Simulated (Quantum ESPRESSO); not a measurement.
A user runs Quantum ESPRESSO on SrCuSn2 (Cmcm, 8 atoms in the cell) and asks whether the run is sound. The aim is a self-consistent single point with DFT, LDA (PZ), plane waves, GBRV 1.5 ultrasoft (LDA) pseudopotentials.

Cell that was meant: a = 10.1225 Å, b = 10.1225 Å, c = 4.6258 Å, α = 90.00°, β = 90.00°, γ = 153.15°.

Part of the input:

```fortran
Sr    87.6200  sr_lda_v1.uspp.F.UPF
Cu    63.5460  cu_lda_v1.2.uspp.F.UPF
Sn   118.7100  sn_lda_v1.4.uspp.F.UPF
CELL_PARAMETERS {bohr}
   2.3498933332    -9.8459436511     0.0000000000
   2.3498933332     9.8459436511     0.0000000000
   0.0000000000     0.0000000000     4.6257547558
ATOMIC_POSITIONS {crystal}
Sr    0.6080700000    0.3919300000    0.7500000000
Sr    0.3919300000    0.6080700000    0.2500000000
```

Log, with long lists cut:

```
     Message from routine setup:
     using ibrav=0 with symmetry is DISCOURAGED, use correct ibrav instead
     G-vector sticks info
   [... lines left out ...]
        k(    2) = (   0.0000000   0.0000000   0.4376575), wk =   0.0320000
        k(    3) = (   0.0000000   0.0000000   0.8753149), wk =   0.0320000
   [... 24 lines left out ...]

     Dense  grid:    28869 G-vectors     FFT dimensions: (  72,  72,  30)

     Smooth grid:    10243 G-vectors     FFT dimensions: (  45,  45,  24)

     Initial potential from superposition of free atoms

     starting charge     107.9458, renormalised to     114.0000

     negative rho (up, down):  9.616E-02 0.000E+00
     Self-consistent Calculation

     iteration #  1     ecut=    50.00 Ry     beta= 0.30

     negative rho (up, down):  8.877E-02 0.000E+00

     total energy              =   -1536.48992749 Ry
     estimated scf accuracy    <       5.48089511 Ry

     iteration #  2     ecut=    50.00 Ry     beta= 0.30

     negative rho (up, down):  8.420E-02 0.000E+00

     total energy              =   -1537.06154088 Ry
     estimated scf accuracy    <       1.79811172 Ry

     iteration #  3     ecut=    50.00 Ry     beta= 0.30

     negative rho (up, down):  7.748E-02 0.000E+00

     total energy              =   -1537.21060568 Ry
     estimated scf accuracy    <       0.36998921 Ry

   [... 9 blocks of this kind left out ...]

     iteration # 13     ecut=    50.00 Ry     beta= 0.30

     negative rho (up, down):  7.093E-02 0.000E+00

     total energy              =   -1537.22252811 Ry
     estimated scf accuracy    <          1.9E-09 Ry

     iteration # 14     ecut=    50.00 Ry     beta= 0.30

     negative rho (up, down):  7.094E-02 0.000E+00
     End of self-consistent calculation

     the Fermi energy is    82.0307 ev

!    total energy              =   -1537.22252811 Ry
     estimated scf accuracy    <          4.0E-11 Ry
     smearing contrib. (-TS)   =      -0.00044569 Ry
     internal energy E=F+TS    =   -1537.22208242 Ry

     convergence has been achieved in  14 iterations

     negative rho (up, down):  7.094E-02 0.000E+00

     Forces acting on atoms (cartesian axes, Ry/au):

     atom    1 type  1   force =     0.00000000    1.10672994   -0.00000000
     atom    2 type  1   force =     0.00000000   -1.10672994    0.00000000
     atom    3 type  2   force =     0.00000000   -2.18073772    0.00000000
     atom    4 type  2   force =     0.00000000    2.18073772    0.00000000
   [... lines left out ...]
     Total force =     3.554229     Total SCF correction =     0.000018
   [... lines left out ...]

     negative rho (up, down):  7.094E-02 0.000E+00
          total   stress  (Ry/bohr**3)                   (kbar)     P=    60508.82
   0.38278776   0.00000000   0.00000000        56310.02        0.00        0.00
  -0.00000000   0.41755304   0.00000000           -0.00    61424.17        0.00
   0.00000000   0.00000000   0.43365104            0.00        0.00    63792.27

   JOB DONE.
```

Question: Can these results be used? Check the input.

Answer: The run is not sound. The fault is this: cell lengths typed in angstrom where bohr is read. 1 bohr is 0.529 Å, so a mix-up scales every length by 1.89 or 0.529 and the volume by 6.75 or 0.148. To fix it, give the lengths in the unit that the key or card expects. The run converged in 14 iterations without an error; against the sound input the free energy rises by 78.5 eV/atom, the pressure goes from -6.91 to 6051 GPa and the largest force goes from 0.125 to 56.07 eV/Å. The full log also holds: “c_bands:  3 eigenvalues not converged”.

An input that runs soundly differs in these lines (not the only fix; some lines may just follow from the change or write a value another way):
```diff
-CELL_PARAMETERS {bohr}
-   2.3498933332    -9.8459436511     0.0000000000
-   2.3498933332     9.8459436511     0.0000000000
-   0.0000000000     0.0000000000     4.6257547558
+CELL_PARAMETERS {angstrom}
+   2.3498940000    -9.8459430000     0.0000000000
+   2.3498940000     9.8459430000     0.0000000000
+   0.0000000000     0.0000000000     4.6257550000
```

With that input, the run converged in 19 iterations: free energy E − TS -21542.7528 eV; Fermi level (on the code's own zero) 9.47 eV; pressure -6.91 GPa; largest force (vector length) 0.125 eV/Å (DFT, LDA (PZ), plane waves, GBRV 1.5 ultrasoft (LDA) pseudopotentials).

On the sound input: the starting cell comes from a database of computed structures (which also holds hypothetical and non-ambient phases and stackings), without a prior relaxation at this level. Its lattice was rescaled by a random factor within 2.5 % of one. Spin polarisation is off. With a pressure of about -7 GPa the cell is away from its equilibrium volume at this level.
